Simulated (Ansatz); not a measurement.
Levels about the gap of amorphous Hf18O35H (54 atoms in a cell of 691 Å³, 9.07 g/cm³; zone centre alone, so wide bands show as single levels with stretches between that a denser mesh fills), at the geometry that PBE relaxed, where it gives 1.7 GPa on a denser mesh. The participation number counts the atoms over which a state spreads; weights are charges in smoothed Voronoi cells. The levels come from a single point, so bond lengths are those of that geometry. Method of the levels: PBE, scalar-relativistic without spin-orbit coupling (Ansatz, a quantum-chemistry and plane-wave program). Sampling: the zone centre alone; Fermi-Dirac width 0.02 eV; collinear spin, started from a total moment of 1 μB (at the end a net moment of 1.0 μB). The usual formal charges leave 3 electrons over, so the level spacing at the Fermi energy parts defect or band states and needn't be the band gap. In the spin-polarised cell the level spacing at the Fermi energy can part levels of unlike spin.

Preparation: random packing, a CHGNet melt and quench, and a DFT relaxation. O atoms were pushed apart under 1.9 Å during the dynamics, to hinder bonds among them. The hot cell started wider than the set density and was brought back towards it in steps. It is the lowest in DFT energy of 2 quenches. It is a model cell: composition and starting density were chosen by hand, and all elements were melted together. No dispersion term was used. Its density started from a set value of 9.07 and ended at 9.07 g/cm³. The simulated quench (nominally 630 K/ps over its main leg) is rapid and tends to freeze in more defects than a deposited or slowly cooled glass has. Values belong to this one cell and scatter from quench to quench. The volume was held where the preparation left it and the shape relaxed, at a PBE pressure of 1.7 GPa. Stress components on the final sampling reach 1.8 GPa. On a 2×2×2 Γ-centred mesh force components of up to 0.22 eV/Å stay, since the relaxation ran on the zone centre alone.

```json
[
 {"E - E(highest filled), eV": "-3.23", "filling": "filled", "spin": "up", "participation number": "9.6", "largest on": "O, 3 neighbours", "weight O": "0.94", "weight Hf": "0.06", "weight H": "0.00"},
 {"E - E(highest filled), eV": "-3.22", "filling": "filled", "spin": "dn", "participation number": "9.8", "largest on": "O, 3 neighbours", "weight O": "0.94", "weight Hf": "0.06", "weight H": "0.00"},
 {"E - E(highest filled), eV": "-3.10", "filling": "filled", "spin": "up", "participation number": "5.0", "largest on": "O, 2 neighbours", "weight O": "0.94", "weight Hf": "0.06", "weight H": "0.00"},
 {"E - E(highest filled), eV": "-3.08", "filling": "filled", "spin": "dn", "participation number": "4.8", "largest on": "O, 2 neighbours", "weight O": "0.94", "weight Hf": "0.06", "weight H": "0.00"},
 {"E - E(highest filled), eV": "-0.59", "filling": "filled", "spin": "up", "participation number": "17.5", "largest on": "Hf, 7 neighbours", "weight O": "0.44", "weight Hf": "0.54", "weight H": "0.01"},
 {"E - E(highest filled), eV": "-0.45", "filling": "filled", "spin": "dn", "participation number": "13.6", "largest on": "Hf, 7 neighbours", "weight O": "0.43", "weight Hf": "0.56", "weight H": "0.01"},
 {"E - E(highest filled), eV": "0.00", "filling": "filled", "spin": "up", "participation number": "11.9", "largest on": "Hf, 6 neighbours", "weight O": "0.40", "weight Hf": "0.59", "weight H": "0.00"},
 {"E - E(highest filled), eV": "0.77", "filling": "empty", "spin": "dn", "participation number": "15.0", "largest on": "Hf, 6 neighbours", "weight O": "0.40", "weight Hf": "0.60", "weight H": "0.01"},
 {"E - E(highest filled), eV": "1.06", "filling": "empty", "spin": "up", "participation number": "20.6", "largest on": "Hf, 7 neighbours", "weight O": "0.38", "weight Hf": "0.58", "weight H": "0.04"},
 {"E - E(highest filled), eV": "1.12", "filling": "empty", "spin": "dn", "participation number": "21.1", "largest on": "Hf, 6 neighbours", "weight O": "0.38", "weight Hf": "0.57", "weight H": "0.04"},
 {"E - E(highest filled), eV": "1.24", "filling": "empty", "spin": "up", "participation number": "16.4", "largest on": "Hf, 6 neighbours", "weight O": "0.41", "weight Hf": "0.58", "weight H": "0.01"},
 {"E - E(highest filled), eV": "1.27", "filling": "empty", "spin": "up", "participation number": "19.5", "largest on": "Hf, 6 neighbours", "weight O": "0.36", "weight Hf": "0.63", "weight H": "0.01"},
 {"E - E(highest filled), eV": "1.29", "filling": "empty", "spin": "dn", "participation number": "17.5", "largest on": "Hf, 6 neighbours", "weight O": "0.39", "weight Hf": "0.60", "weight H": "0.01"},
 {"E - E(highest filled), eV": "1.34", "filling": "empty", "spin": "up", "participation number": "26.5", "largest on": "Hf, 6 neighbours", "weight O": "0.37", "weight Hf": "0.61", "weight H": "0.02"}
]
```

Most localised among these is the filled level at -3.08 eV, on a O atom, which has 2 neighbours (Hf 1.94 Å, Hf 1.98 Å).
